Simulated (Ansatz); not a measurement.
Band structure of Li₂Pd (P6/mmm, 3 atoms in the cell).

```yaml
crystal:
  lattice:
    - [4.20512, 0.00000, 0.00000]
    - [-2.10256, 3.64174, 0.00000]
    - [0.00000, 0.00000, 2.67986]
  atoms:
    - { symbol: Li, position: [0.33333, 0.66667, 0.50000] }
    - { symbol: Li, position: [0.66667, 0.33333, 0.50000] }
    - { symbol: Pd, position: [0.00000, 0.00000, 0.00000] }
```

Computed with PBEsol, PAW files made with PBE (plane waves; Ansatz, a first-principles code).

Settings: kpoints.mp_grid.grid = 9 9 12; hamiltonian.xc = pbesol; hamiltonian.pseudopotentials = {kind: paw} (the program's default PAW files); scf.occupations.method = fermi_dirac; scf.occupations.width = 0.1 eV; kpoints.band_path.npoints = 8.

The starting cell comes from a database of computed structures (which also holds hypothetical and non-ambient phases and stackings), without a prior relaxation at this level. Spin polarisation is off.

Levels in eV from the Fermi level, bands 9 to 15:
| point | 9 | 10 | 11 | 12 | 13 | 14 | 15 |
|---|---|---|---|---|---|---|---|
| Γ | -3.04 | -3.04 | -1.08 | -1.08 | 4.11 | 4.11 | 5.55 |
| M | -2.25 | -1.88 | -1.78 | -1.16 | -1.10 | 0.73 | 7.07 |
| K | -2.80 | -2.37 | -1.14 | -1.14 | -0.62 | -0.62 | 8.72 |
| A | -3.25 | -2.16 | -2.16 | 0.75 | 1.83 | 6.64 | 6.64 |
| L | -2.60 | -1.82 | -1.14 | 0.67 | 1.33 | 3.95 | 6.90 |
| H | -2.21 | -2.21 | -1.11 | 1.43 | 2.19 | 2.19 | 5.48 |

Bands cross the Fermi level along this path, so the cell is metallic at this level.

Keys are those of Ansatz 0.2.
